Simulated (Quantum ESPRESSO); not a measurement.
Input and output of a self-consistent single point for La2Mg3Ag9 (C222, 14 atoms in the cell) (Quantum ESPRESSO).

Method: LDA (PZ), GBRV 1.5 ultrasoft (LDA) pseudopotentials (plane waves; Quantum ESPRESSO).

```
La2(MgAg3)3
1.0
    2.78490     5.07852     0.00000
   -2.78490     5.07852     0.00000
    0.00000     0.00000    10.17951
La Mg Ag
2 3 9
Direct
  0.00000   0.50000   0.24732
  0.50000   0.00000   0.75268
  0.00000   0.00000   0.50000
  0.00000   0.00000   0.00000
  0.50000   0.50000   0.50000
  0.00000   0.50000   0.94291
  0.50000   0.00000   0.05709
  0.50000   0.00000   0.44539
  0.00000   0.50000   0.55461
  0.80618   0.30590   0.74935
  0.19382   0.69410   0.74935
  0.69410   0.19382   0.25065
  0.30590   0.80618   0.25065
  0.50000   0.50000   0.00000
```

Reference input (self-consistent single point, DFT, LDA (PZ), plane waves, GBRV 1.5 ultrasoft (LDA) pseudopotentials): ecutwfc = 40 Ry; ecutrho = 320 Ry; occupations = smearing; smearing = methfessel-paxton; degauss = 0.0147 Ry; potentials = {La: la_lda_v1.uspp.F.UPF, Mg: mg_lda_v1.4.uspp.F.UPF, Ag: ag_lda_v1.4.uspp.F.UPF}; K_POINTS = automatic 4 4 2 0 0 0; conv_thr = 1e-09 Ry; mixing_beta = 0.5. This run's input differs from it in these lines:

```diff
@@ -17,3 +17,3 @@
    occupations = 'smearing',
-   smearing = 'methfessel-paxton',
+   smearing = 'fermi-dirac',
    degauss = 0.0147,
```

Log, with long lists cut:

```
     Self-consistent Calculation

     iteration #  1     ecut=    40.00 Ry     beta= 0.50

     total energy              =   -3179.49365137 Ry
     estimated scf accuracy    <      93.93849667 Ry

     iteration #  2     ecut=    40.00 Ry     beta= 0.50

     total energy              =   -3228.99615478 Ry
     estimated scf accuracy    <     157.95945453 Ry

     iteration #  3     ecut=    40.00 Ry     beta= 0.50

     total energy              =   -3241.14185986 Ry
     estimated scf accuracy    <      46.95824800 Ry

   [... 13 blocks of this kind left out ...]

     iteration # 17     ecut=    40.00 Ry     beta= 0.50

     negative rho (up, down):  1.300E-01 0.000E+00

     total energy              =   -3241.29087220 Ry
     estimated scf accuracy    <          2.2E-09 Ry

     iteration # 18     ecut=    40.00 Ry     beta= 0.50

     negative rho (up, down):  1.300E-01 0.000E+00
     End of self-consistent calculation

   [... 14 lines left out ...]

   [... 14 lines left out ...]

     the Fermi energy is    13.2025 ev

!    total energy              =   -3241.29087221 Ry
     estimated scf accuracy    <          2.0E-10 Ry
     smearing contrib. (-TS)   =      -0.05780160 Ry
     internal energy E=F+TS    =   -3241.23307060 Ry

     convergence has been achieved in  18 iterations

     negative rho (up, down):  1.300E-01 0.000E+00

     Forces acting on atoms (cartesian axes, Ry/au):

     atom    1 type  1   force =     0.00000000    0.00000000   -0.00269888
     atom    2 type  1   force =     0.00000000    0.00000000    0.00269888
     atom    3 type  2   force =     0.00000000    0.00000000    0.00000000
     atom    4 type  2   force =     0.00000000    0.00000000    0.00000000
   [... lines left out ...]
     Total force =     0.007852     Total SCF correction =     0.000030
   [... lines left out ...]

     negative rho (up, down):  1.300E-01 0.000E+00
          total   stress  (Ry/bohr**3)                   (kbar)     P=      -63.68
  -0.00042102  -0.00000000   0.00000000          -61.93       -0.00        0.00
   0.00000000  -0.00041935   0.00000000            0.00      -61.69        0.00
   0.00000000   0.00000000  -0.00045833            0.00        0.00      -67.42

   JOB DONE.
```

The run converged in 18 iterations. Against the reference run the free energy drops by 28.7 meV/atom, the pressure goes from -6.47 to -6.37 GPa and the largest force goes from 0.104 to 0.082 eV/Å.

The starting cell comes from a database of computed structures (which also holds hypothetical and non-ambient phases and stackings), without a prior relaxation at this level. With a pressure of about -6 GPa the cell is away from its equilibrium volume at this level.

Cost on one core of a shared machine: roughly 20 min.
